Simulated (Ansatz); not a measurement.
**Pressure series in SiC**

Take SiC in the wurtzite structure (space group P6_3mc, No. 186; a = 3.075 Å, c = 5.048 Å) as the base.

Cell and atoms are relaxed at each pressure.

The values are results of plane-wave PAW DFT at the r2SCAN level (Ansatz, a first-principles code, 500 eV), no spin-orbit coupling, not measurements.

```csv
change,band gap,width of the top valence band,density,electron mass,shortest interatomic distance
base,2.65 eV,4.03 eV,3.22 g/cm³,"0.26 mₑ along c, 0.43 mₑ across (at K)",1.883 Å
pressure −2 GPa,2.67 eV,4.00 eV,3.19 g/cm³,"0.26 mₑ along c, 0.43 mₑ across (at K)",1.889 Å
pressure −1 GPa,2.66 eV,4.01 eV,3.21 g/cm³,"0.26 mₑ along c, 0.43 mₑ across (at K)",1.886 Å
pressure 3 GPa,2.63 eV,4.06 eV,3.26 g/cm³,"0.26 mₑ along c, 0.43 mₑ across (at K)",1.875 Å
pressure 7 GPa,2.61 eV,4.11 eV,3.32 g/cm³,"0.25 mₑ along c, 0.42 mₑ across (at K)",1.865 Å
pressure 15 GPa,2.56 eV,4.17 eV,3.42 g/cm³,"0.25 mₑ along c, 0.42 mₑ across (at K)",1.847 Å
pressure 30 GPa,2.49 eV,4.33 eV,3.59 g/cm³,"0.25 mₑ along c, 0.41 mₑ across (at K)",1.817 Å
pressure 50 GPa,2.41 eV,4.51 eV,3.78 g/cm³,"0.24 mₑ along c, 0.40 mₑ across (at K)",1.785 Å
pressure 75 GPa,2.32 eV,4.69 eV,4.00 g/cm³,"0.24 mₑ along c, 0.39 mₑ across (at K)",1.752 Å
pressure 100 GPa,2.25 eV,4.85 eV,4.20 g/cm³,"0.23 mₑ along c, 0.38 mₑ across (at K)",1.724 Å
```

Load acts through the strain it causes; cell and atoms are relaxed under it. Masses are band curvatures over ±0.01 Å⁻¹ around the edge. No phonon test of stability was made. Competing high-pressure phases were not computed.
